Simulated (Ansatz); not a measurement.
The starting structures come from a database of crystals and need not be the phases stable at ambient conditions.

 Where the default PAW files enter, the runs use the earlier of Ansatz's two default sets.

The decay constant κ of evanescent states in the gap governs leakage through a thin film.

```yaml
crystal:
  lattice:
    - [4.74978, 0.00000, 0.00000]
    - [0.00000, 8.83457, 0.00000]
    - [0.00000, 0.00000, 5.11724]
  atoms:
    - { symbol: Li, position: [0.00000, 0.00000, 0.50000] }
    - { symbol: Li, position: [0.50000, 0.00000, 0.00000] }
    - { symbol: Li, position: [0.50000, 0.50000, 0.00000] }
    - { symbol: Li, position: [0.00000, 0.50000, 0.50000] }
    - { symbol: Ta, position: [0.44176, 0.25000, 0.55108] }
    - { symbol: Ta, position: [0.55824, 0.75000, 0.44892] }
    - { symbol: Ta, position: [0.94176, 0.75000, 0.94892] }
    - { symbol: Ta, position: [0.05824, 0.25000, 0.05108] }
    - { symbol: O, position: [0.69853, 0.25000, 0.87970] }
    - { symbol: O, position: [0.30147, 0.75000, 0.12030] }
    - { symbol: O, position: [0.19853, 0.75000, 0.62030] }
    - { symbol: O, position: [0.80147, 0.25000, 0.37970] }
    - { symbol: O, position: [0.21101, 0.10592, 0.79316] }
    - { symbol: O, position: [0.78899, 0.89408, 0.20684] }
    - { symbol: O, position: [0.71101, 0.89408, 0.70684] }
    - { symbol: O, position: [0.28899, 0.10592, 0.29316] }
    - { symbol: O, position: [0.28899, 0.39408, 0.29316] }
    - { symbol: O, position: [0.71101, 0.60592, 0.70684] }
    - { symbol: O, position: [0.78899, 0.60592, 0.20684] }
    - { symbol: O, position: [0.21101, 0.39408, 0.79316] }
```

Space group of this cell: Pnma. The cell is taken as given; by PBEsol its mean pressure is -6.9 GPa.

Transport runs along the normal of the first two printed cell vectors.

The gap is the functional's own, uncorrected, and κ follows it; spin-orbit coupling is left out. Mid-gap values are interpolated between the computed energies.

Q: Estimate the band gap and the smallest decay constant κ at mid-gap that Ansatz (a program for electronic structure) with PBEsol returns for this system.

A: Gap 2.47 eV on a 6×4×6 mesh; κ = 0.289 1/Å, at the zone centre.
